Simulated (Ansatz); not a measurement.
Consider Ca₂Si (space group Fm-3m, No. 225; a = 7.1600 Å; a model cell, its experimental status unchecked). Axes: x, y, z lie along the cube axes.

Computed with Kohn–Sham DFT with the r2SCAN functional, run in Ansatz (an electronic-structure program) with PAW and 500 eV plane waves, no SOC.

Strains are applied to the cell and any free atomic positions relax.

One change was made to it. Results:

| quantity | base | after |
|---|---|---|
| band gap | 0.78 eV | 0.69 eV |
| pressure (mean of the normal stresses, compression positive) | 0.00 GPa | -0.20 GPa |

Question: Name the change that was made.
A) isotropic strain −1.98 %
B) strain tensor (xx, yy, zz, yz, xz, xy) = (+0.65, −0.59, +0.51, −1.00, +0.10, +1.44) %
C) isotropic strain +2.07 %
D) uniaxial strain ε_yy = −4.12 %

Answer: B, strain tensor (xx, yy, zz, yz, xz, xy) = (+0.65, −0.59, +0.51, −1.00, +0.10, +1.44) %. For comparison, the pressure in the other runs: isotropic strain +2.07 % gives -2.14 GPa; uniaxial strain ε_yy = −4.12 % gives 1.76 GPa; isotropic strain −1.98 % gives 2.63 GPa.

No phonon test of stability was made.
